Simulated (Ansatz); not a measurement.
Start from WC (space group P-6m2, No. 187; a = 2.922 Å, c = 2.847 Å).

Structures relaxed with DFT with PBE, PAW potentials and a 420 eV plane-wave cutoff in Ansatz (a first-principles code), no spin-orbit coupling, earlier PAW set.

Base:

Simulated powder pattern, Cu Kα1, λ = 1.54056 Å (kinematic, ideal powder, no thermal factors, no anomalous dispersion; the 10 strongest lines at most, above 2 %, up to 2θ = 90°):

```json
[
 {"2θ (°)": "31.39", "I/Imax (%)": "43", "hkl": "(001)"},
 {"2θ (°)": "35.44", "I/Imax (%)": "100", "hkl": "(100)"},
 {"2θ (°)": "48.06", "I/Imax (%)": "96", "hkl": "(101)"},
 {"2θ (°)": "63.64", "I/Imax (%)": "22", "hkl": "(110)"},
 {"2θ (°)": "65.51", "I/Imax (%)": "6.7", "hkl": "(002)"},
 {"2θ (°)": "72.68", "I/Imax (%)": "25", "hkl": "(111)"},
 {"2θ (°)": "75.01", "I/Imax (%)": "12", "hkl": "(200)"},
 {"2θ (°)": "76.75", "I/Imax (%)": "23", "hkl": "(102)"},
 {"2θ (°)": "83.55", "I/Imax (%)": "20", "hkl": "(201)"}
]
```

One thing is altered: every W is replaced by Se; the structure is relaxed again.

After the change:

Simulated powder pattern, Cu Kα1, λ = 1.54056 Å (kinematic, ideal powder, no thermal factors, no anomalous dispersion; the 10 strongest lines at most, above 2 %, up to 2θ = 90°):

```csv
2θ (°),I/Imax (%),hkl
29.54,35,(001)
32.87,94,(100)
44.77,100,(101)
58.69,24,(110)
61.32,6.9,(002)
67.07,21,(111)
68.93,11,(200)
71.34,20,(102)
76.73,20,(201)
```

The indices refer to each structure's own conventional cell; one index is shown for lines that coincide.

Whether these cells are dynamically stable was not tested. As relaxed here, CSe is a hypothetical phase, not in the database extracts checked. All final runs are without spin polarisation.
